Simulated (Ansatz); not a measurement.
# HfS3 (space group P2_1/m, No. 11; a cell from a computed database, its experimental status unchecked; layered, stacked along the Cartesian z axis)

```cif
data_Hf2S6
_chemical_formula_sum 'Hf2 S6'
_space_group_name_H-M_alt 'P21/m'
_space_group_IT_number 11
_space_group_name_Hall '-P 2yb'
_cell_length_a 5.10338
_cell_length_b 3.59588
_cell_length_c 8.98672
_cell_angle_alpha 90.000
_cell_angle_beta 97.432
_cell_angle_gamma 90.000
loop_
_space_group_symop_operation_xyz
  'x, y, z'
  '-x, -y, -z'
  '-x, y+1/2, -z'
  'x, -y+1/2, z'
loop_
_atom_site_label
_atom_site_type_symbol
_atom_site_symmetry_multiplicity
_atom_site_Wyckoff_symbol
_atom_site_fract_x
_atom_site_fract_y
_atom_site_fract_z
_atom_site_occupancy
Hf1 Hf 2 e 0.71495 0.25000 0.34526 1
S1 S 2 e 0.12323 0.25000 0.83011 1
S2 S 2 e 0.23767 0.25000 0.44668 1
S3 S 2 e 0.46979 0.75000 0.17233 1
```

All numbers come from r2SCAN+rVV10, PAW, 500 eV (Ansatz, an electronic-structure program; no SOC). Settings: 7×9×4 k-points, 0.05 eV Fermi–Dirac smearing.

| Item | Value |
|---|---|
| Volume per atom | 20.44 Å³ |
| Density | 5.58 g/cm³ |
| Band gap | 1.42 eV, indirect, Y₂–Γ (60 % along) → B |
| Lowest conduction-band minima above the VBM | B (0, 0, 1/2) 1.42 eV; Y₂ (1/2, 0, 0) 1.63 eV; A (1/2, 0, 1/2) 1.66 eV |
| Total energy | -4612.888 eV/atom (σ→0; compares only within this code and set-up) |

Spin-orbit coupling, missing from the scalar runs, can matter with Hf. Whether these cells are dynamically stable was not tested.
